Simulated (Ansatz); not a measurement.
A self-consistent single point of GaSe (P6_3/mmc, 8 atoms in the cell) with Ansatz (a program for electronic structure)

Method: PBE (plane waves, PAW; Ansatz).

Input:

Ansatz 0.2 input:
```yaml
crystal:
  lattice:
    - [3.81029600, 0.00000000, 0.00000000]
    - [-1.90514800, 3.29981200, 0.00000000]
    - [0.00000000, 0.00000000, 16.69086600]
  atoms:
    - { symbol: Ga, position: [0.33333300, 0.66666700, 0.17614000] }
    - { symbol: Ga, position: [0.66666700, 0.33333300, 0.82386000] }
    - { symbol: Ga, position: [0.66666700, 0.33333300, 0.67614000] }
    - { symbol: Ga, position: [0.33333300, 0.66666700, 0.32386000] }
    - { symbol: Se, position: [0.33333300, 0.66666700, 0.60613000] }
    - { symbol: Se, position: [0.66666700, 0.33333300, 0.39387000] }
    - { symbol: Se, position: [0.66666700, 0.33333300, 0.10613000] }
    - { symbol: Se, position: [0.33333300, 0.66666700, 0.89387000] }
basis:
  ecutwfc: 30.9 Ry
kpoints:
  mp_grid: { grid: [5, 5, 1] }
hamiltonian:
  xc: pbe
  pseudopotentials: { kind: paw }
scf:
  occupations: { method: fixed }
output:
  forces: true
  eigenvalues: true
  stress: true
```

Output, abridged:

```
WARN the atoms were moved onto the symmetric positions of the space group found under crystal.symmetry.tolerance 1.0e-5 (fractional …
WARN ansatz: RAYON_NUM_THREADS=1 ignored (pool sized by the plan → 1); use --threads N
Pseudopotentials: kind: paw
Pseudopotential: Ga, paw, valence charge 13
Pseudopotential: Se, paw, valence charge 16
Crystal: 8 atoms, lattice volume = 209.859 Å³
Basis set: ecut = 420.4159175005146 eV, 4123 PW (Γ), exchange–correlation on 54×54×240 points (8 copies of the dense FFT grid, shifted against one another)
Bands: 70, of which v1, the nominal top of the filled ones, is band 58 counted from 1 (57 counted from 0)
Symmetry: 24 space group operations
Space group: P63/mmc (ITA 194), of the structure as read, at distance tolerance 5.9e-5 Å
k-points: 5 of 25
Initial density: superposition of atomic densities (neutral atoms: chi_scale 0, normalization atom), corrected by the library's trained network
Initial wavefunctions: pseudopotential atomic-orbital guess
Eigensolver: davidson
Functional: x = pbe(κ = 0.804, μ = 0.2195149727645171), c = pbe(β = 0.06672455060314922)
SCF iter   1: F=—  HF=-37013.051095 eV  |F-HF|=—  |Δ(HF+E_count)|=         —  Δρ=1.29e-3  dr2=2.27e-3  ethr=1.77e-3  ⟨swp⟩=4.8  Hψ=1068  notcnv=0  defer=46
all-band conjugate gradients solve this SCF's bands
preconditioner: auto → Resta (q_TF=auto, 2.472 Å⁻¹)
SCF iter   2: F=—  HF=-37013.048016 eV  |F-HF|=—  |Δ(HF+E_count)|=   3.08e-3  Δρ=7.03e-4  dr2=7.36e-4  ethr=1.95e-6  ⟨swp⟩=2.0  Hψ=705  notcnv=0  defer=50
SCF iter   3: F=—  HF=-37013.048160 eV  |F-HF|=—  |Δ(HF+E_count)|=   1.45e-4  Δρ=3.35e-4  dr2=1.69e-4  ethr=6.34e-7  ⟨swp⟩=2.0  Hψ=511  notcnv=0  defer=50
SCF iter   4: F=—  HF=-37013.048316 eV  |F-HF|=—  |Δ(HF+E_count)|=   1.56e-4  Δρ=9.92e-5  dr2=1.41e-5  ethr=1.46e-7  ⟨swp⟩=2.0  Hψ=409  notcnv=0  defer=46
SCF iter   5: F=—  HF=-37013.048325 eV  |F-HF|=—  |Δ(HF+E_count)|=   8.74e-6  Δρ=4.22e-5  dr2=3.97e-6  ethr=1.21e-8  ⟨swp⟩=2.0  Hψ=601  notcnv=0  defer=39
SCF iter   6: F=—  HF=-37013.048330 eV  |F-HF|=—  |Δ(HF+E_count)|=   5.17e-6  Δρ=1.42e-5  dr2=4.15e-7  ethr=3.42e-9  ⟨swp⟩=2.0  Hψ=501  notcnv=0  defer=39
SCF iter   7: F=-37013.048331 eV  HF=-37013.048331 eV  |F-HF|=4.30e-8  |Δ(HF+E_count)|=   6.18e-7  Δρ=4.75e-6  dr2=4.09e-8  ethr=8.62e-11  ⟨swp⟩=10.0  Hψ=1742  notcnv=0
SCF 1 converged in 7 iterations: F = -37013.048331 eV  dr2 = 4.09e-8
SCF converged after 7 iterations
Free energy (F): -37013.048331 eV
Harris-Foulkes:  -37013.048331 eV  (|F-HF|=4.30e-8)
Internal energy: -37013.048331 eV  (E = F + TS)
E sigma→0 (E₀):  -37013.048331 eV
Fermi energy:    6.375379 eV
--- Per-component energies (eV) ---
  E_band       = -1951.024182
  E_kinetic    = 933.508768
  E_local      = -19738.400702  (includes V_loc(G=0)·N_el)
  E_nonlocal   = -684.247778
  E_hartree    = 9464.485011
  E_xc         = -691.352642
  E_vxc        = -621.946519  (∫ρ·V_xc dr)
  E_paw        = -15600.365621  (= ΣΔE_a)
  E_vpaw       = -768.919569  (= ΣTr[D̂ρ^β])
  E_aug_tail   = -0.002802  (compensation charges beyond the density's cutoff)
  E_ewald      = -10696.672565
  E_smearing   = -0.000000  (= −TS)
  E_closure    = 0.000000  (closes the sum)
  Σ components = -37013.048331   (vs F -37013.048331, Δ=0.00e0)
--- Forces (eV/Å), atoms counted from 1 ---
  atom   1  Ga    -0.00000000    -0.00000000     0.02797008
  atom   2  Ga    -0.00000000     0.00000000    -0.02797008
  atom   3  Ga     0.00000000     0.00000000     0.02797008
  atom   4  Ga     0.00000000    -0.00000000    -0.02797008
  atom   5  Se     0.00000000    -0.00000000     0.01490802
  atom   6  Se     0.00000000     0.00000000    -0.01490802
  atom   7  Se    -0.00000000     0.00000000     0.01490802
  atom   8  Se     0.00000000    -0.00000000    -0.01490802
  max |Σ_I F_I| component: 4.63e-18 eV/Å
--- Stress (GPa, compression-positive) ---
        0.521627       0.000000       0.000000
        0.000000       0.521627      -0.000000
        0.000000      -0.000000       0.577666
  P = ⅓ Tr σ = 0.5403 GPa (5.403 kbar)
  The stress holds the Pulay correction. Without it, at fixed plane waves, as pw.x and ABINIT print it: P = 0.5137 GPa
--- Band table (eV; the first three rows and the last of 5) ---
  k-point 0: bands = ["-41.1358", "-41.1358", "-41.1358", "-41.1358", "-41.1358", "-41.1358", "-41.1358", "-41.1358", "-41.0944", "-41.0944", "-41.0944", "-41.0944", "-41.0944", "-41.0944", "-41.0944", "-41.0944", "-41.0799", "-41.0799", "-41.0799", [...]
  k-point 1: bands = ["-41.1358", "-41.1358", "-41.1358", "-41.1358", "-41.1356", "-41.1356", "-41.1356", "-41.1356", "-41.0945", "-41.0945", "-41.0945", "-41.0945", "-41.0944", "-41.0944", "-41.0944", "-41.0944", "-41.0798", "-41.0798", "-41.0797", [...]
  k-point 2: bands = ["-41.1358", "-41.1358", "-41.1358", "-41.1358", "-41.1352", "-41.1352", "-41.1352", "-41.1352", "-41.0946", "-41.0946", "-41.0946", "-41.0946", "-41.0945", "-41.0945", "-41.0944", "-41.0944", "-41.0796", "-41.0796", "-41.0796", [...]
  k-point 4: bands = ["-41.1356", "-41.1356", "-41.1356", "-41.1356", "-41.1353", "-41.1353", "-41.1353", "-41.1353", "-41.0946", "-41.0946", "-41.0946", "-41.0946", "-41.0945", "-41.0945", "-41.0945", "-41.0945", "-41.0795", "-41.0795", "-41.0795", [...]
```

The run converged in 7 iterations.

The starting cell comes from a database of computed structures (which also holds hypothetical and non-ambient phases and stackings), without a prior relaxation at this level. Its lattice was rescaled by a random factor within 2.5 % of one. Ansatz's pressure includes its estimate of the finite-basis (Pulay) stress.
